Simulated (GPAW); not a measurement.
Worked example: self-consistent single point of Gd (P6_3/mmc, 2 atoms in the cell) in GPAW.

Level of theory: PBE, GPAW PAW datasets PBE (gpaw-data 1.0.1) (plane waves; GPAW).

```xyz
2
Lattice="3.6299 0.0000 0.0000 -1.8150 3.1436 0.0000 0.0000 0.0000 5.8822" Properties=species:S:1:pos:R:3 pbc="T T T"
Gd     0.0000     2.0957     1.4706
Gd     1.8150     1.0479     4.4117
```
Moments meant for the start (each program seeds them in its own way; μB, in the order of the atoms Gd Gd): 7.0 7.0.

Reference input (self-consistent single point, DFT PBE, plane waves, GPAW PAW datasets PBE (gpaw-data 1.0.1)): spinpol = true; mode = pw; ecut = 800 eV; xc = PBE; kpts = 10 10 6; mesh shift (steps) = 0 0 0; occupations.name = fermi-dirac; occupations.width = 0.1 eV; nbands = -6; convergence.density = 1e-05 e/electron; symmetry.symmorphic = false; symmetry.tolerance = 0.0005. This run's input differs from it in these lines:

```diff
@@ -17,3 +17,3 @@
             xc='PBE',
-            kpts={'size': (10, 10, 6), 'gamma': True},
+            kpts=(1, 1, 1),
             occupations={'name': 'fermi-dirac', 'width': 0.1},
```

The program printed (abridged):

```
     iter     time        total  log10-change:  magmom
                         energy   eigst   dens
iter:   1 --:--:--   -44.565391                   +14.0045
iter:   2 --:--:--   -29.918672   -0.54  -0.67    +11.3316
iter:   3 --:--:--   -30.016091   -0.28  -1.23    +13.4978
iter:   4 --:--:--   -29.448673   -0.31  -1.37    +14.8293
iter:   5 --:--:--   -29.873500   -0.57  -1.51    +15.3812
   [... 15 lines left out ...]
iter:  21 --:--:--   -29.838101   -2.15  -2.27    +14.2178
iter:  22 --:--:--   -29.754364   -3.27  -1.91    +14.1988
iter:  23 --:--:--   -29.735103   -2.76  -2.24    +14.1813
   [... lines left out ...]
iter: 100 --:--:--   -29.666418   -3.68  -2.57    +15.9239

Did not converge!

Here are some tips:

1) Make sure the geometry and spin-state is physically sound.
2) Use less aggressive density mixing.
3) Solve the eigenvalue problem more accurately at each scf-step.
4) Use a smoother distribution function for the occupation numbers.
5) Try adding more empty states.
6) Use enough k-points.
7) Don't let your structure optimization algorithm take too large steps.
8) Solve the Poisson equation more accurately.
9) Better initial guess for the wave functions.

See details here:

    https://gpaw.readthedocs.io/documentation/convergence.html
Traceback (most recent call last):
   [... frames left out ...]
gpaw.KohnShamConvergenceError: Did not converge!  See text output for help.
```

The run ended unconverged after 100 iterations. 

The starting cell comes from a database of computed structures (which also holds hypothetical and non-ambient phases and stackings), without a prior relaxation at this level. Its lattice was rescaled by a random factor within 2.5 % of one.

Cost on one core of a shared machine: roughly 80 s.
